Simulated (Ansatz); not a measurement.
SnO2 (P4₂/mnm, No. 136, 12 atoms in the cell; start mp-1041584)

Level of theory: r²SCAN (Ansatz, a program for electronic structure, PAW).

Run with plane-wave cutoff 560 eV, 8×8×8 k mesh, Fermi–Dirac smearing 0.01 eV, scalar-relativistic PAW data made under PBE.

Cell (relaxed with PBEsol):

```cif
data_O8Sn4
_chemical_formula_sum 'Sn4 O8'
_space_group_name_H-M_alt 'P 1'
_space_group_IT_number 1
_cell_length_a 5.75007
_cell_length_b 5.75007
_cell_length_c 5.75007
_cell_angle_alpha 112.086
_cell_angle_beta 108.180
_cell_angle_gamma 108.180
loop_
_space_group_symop_operation_xyz
  'x, y, z'
loop_
_atom_site_label
_atom_site_type_symbol
_atom_site_fract_x
_atom_site_fract_y
_atom_site_fract_z
_atom_site_occupancy
Sn1 Sn 0.00000 0.25000 0.75000 1
Sn2 Sn 0.00000 0.75000 0.25000 1
Sn3 Sn 0.50000 0.50000 0.50000 1
Sn4 Sn 0.50000 0.00000 0.00000 1
O1 O 0.19372 0.19372 0.50000 1
O2 O 0.80628 0.80628 0.50000 1
O3 O 0.19372 0.69371 0.00000 1
O4 O 0.80628 0.30629 0.00000 1
O5 O 0.69372 0.75001 0.94372 1
O6 O 0.30628 0.24999 0.05628 1
O7 O 0.30629 0.75001 0.55628 1
O8 O 0.69371 0.24999 0.44372 1
```

```
Quantity    Value
--------  -------
band gap  1.68 eV
```

Note: cell and atoms aren't relaxed at this level (largest force component 0.03 eV/Å, pressure -1.6 GPa).

Spin–orbit coupling is not included.

The computed numbers hold no vibrational or temperature effects.

It cost about 80 core-seconds (a rough figure) of CPU time.

A start named mp-… is a Materials Project structure, which need not be a measured phase.
